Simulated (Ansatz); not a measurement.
Here is the system:

```yaml
crystal:
  lattice:
    - [5.50348, 0.00000, 0.00000]
    - [2.75174, 4.76616, 0.00000]
    - [2.75174, -1.58872, 2.34313]
  atoms:
    - { symbol: K, position: [0.00000, 0.00000, 0.00000] }
    - { symbol: Mg, position: [0.00000, 0.50000, 0.50000] }
    - { symbol: F, position: [0.50000, 0.00000, 0.00000] }
    - { symbol: F, position: [0.00000, 0.50000, 0.00000] }
    - { symbol: F, position: [0.50000, 0.50000, 0.00000] }
```

No spin polarisation.

Method: PBEsol/PAW in Ansatz (a program for electronic structure), scalar-relativistic without spin-orbit coupling. k-mesh 8×8×8 (Γ-centred); smearing 0.05 eV (Fermi–Dirac).

**Question.** Predict the electron mass, in-plane stress and band gap.

**Answer.** 
- Electron mass: 0.51 mₑ (at Γ)
- Mean in-plane stress (compression positive): +4.1 GPa
- Band gap: 7.34 eV

The cells carry an imposed strain or load. Effective masses come from finite differences of ±0.01 Å⁻¹. No phonon test of stability was made. The cell was made from KMgF$_{3}$ in the cubic perovskite structure (space group Pm-3m, No. 221) by this change: biaxial strain −2.50 %, plane normal [111], relaxed out of plane.
